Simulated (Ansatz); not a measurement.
# GaN: pressure −1 GPa

The parent structure is GaN in the wurtzite structure (space group P6_3mc, No. 186; a = 3.1518 Å, c = 5.1383 Å).

One thing is altered: hydrostatic tension (pressure −1 GPa).

Calculations: LDA/PAW in Ansatz (an electronic-structure program), spin-orbit coupling left out. k-mesh 12×12×7 (Γ-centred); smearing 0.05 eV (Fermi–Dirac).

```json
[
 {"quantity": "volume per atom", "base": "11.05 Å³", "changed": "11.11 Å³", "shift": "+0.06 Å³"},
 {"quantity": "density", "base": "6.29 g/cm³", "changed": "6.26 g/cm³", "shift": "-0.03 g/cm³"},
 {"quantity": "lattice parameter a", "base": "3.152 Å", "changed": "3.157 Å", "shift": "+0.005 Å"},
 {"quantity": "c/a ratio", "base": "1.630", "changed": "1.630", "shift": "0.000"},
 {"quantity": "shortest interatomic distance", "base": "1.927 Å", "changed": "1.930 Å", "shift": "+0.003 Å"},
 {"quantity": "enthalpy H = E + PV relative to the base's energy", "base": "–", "changed": "-0.07 eV/atom", "shift": "–"},
 {"quantity": "band gap", "base": "2.13 eV", "changed": "2.10 eV", "shift": "-0.03 eV"},
 {"quantity": "gap character", "base": "direct at Γ", "changed": "direct at Γ", "shift": "–"},
 {"quantity": "electron mass", "base": "0.18 mₑ along c, 0.20 mₑ across (at Γ)", "changed": "0.17 mₑ along c, 0.19 mₑ across (at Γ)", "shift": "–"},
 {"quantity": "valence-band top at Γ (three highest levels, from the VBM)", "base": "0.00, 0.00, -0.05 eV", "changed": "0.00, 0.00, -0.05 eV", "shift": "–"}
]
```

Load acts through the strain it causes; cell and atoms are relaxed under it. Effective masses come from finite differences of ±0.01 Å⁻¹. No phonon test of stability was made.
